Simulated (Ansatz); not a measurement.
## How far PBE and PBEsol part for KTaO3, Zr on a Ta site

Base system: a 20-atom supercell of KTaO$_{3}$ in the cubic perovskite structure (space group Pm-3m, No. 221; a = 4.0244 Å) at its relaxed geometry.

(Cell as relaxed with PBE.)

Levels (all Ansatz, an electronic-structure program, PAW): PBE (420 eV, spin-orbit coupling left out); PBEsol (420 eV, no spin-orbit coupling).

Each level relaxes its own structure.

It is then changed as follows: one Ta atom is replaced by Zr, atoms relaxed at fixed cell, starting from a slightly rattled geometry.

| quantity | PBE | PBEsol |
|---|---|---|
| largest displacement of a host atom from its site in the perfect cell | 0.06 Å | (withheld) |
| pressure | 6.5 GPa | (withheld) |
| total moment of the cell | 0.6 μB | (withheld) |

What does PBEsol give?


- largest displacement of a host atom from its site in the perfect cell, PBEsol: 0.06 Å
- pressure, PBEsol: 6.8 GPa
- total moment of the cell, PBEsol: 0.6 μB

PBE's pressure lies 0.3 GPa below PBEsol's; the two agree on the largest displacement of a host atom from its site in the perfect cell and total moment of the cell. Neither level is exact; PBEsol is the comparison here, not a measurement.

The magnetic state is the one reached from the starting moments; the real material's order can differ, and small cells can't hold many antiferromagnetic ones. In so small a cell the defect repeats every few ångströms: this is an ordered compound, not a dilute defect. The mesh was chosen for an insulator and is coarse for the gapless case. No Hubbard U is applied, and correlation can decide whether such a compound is a metal.
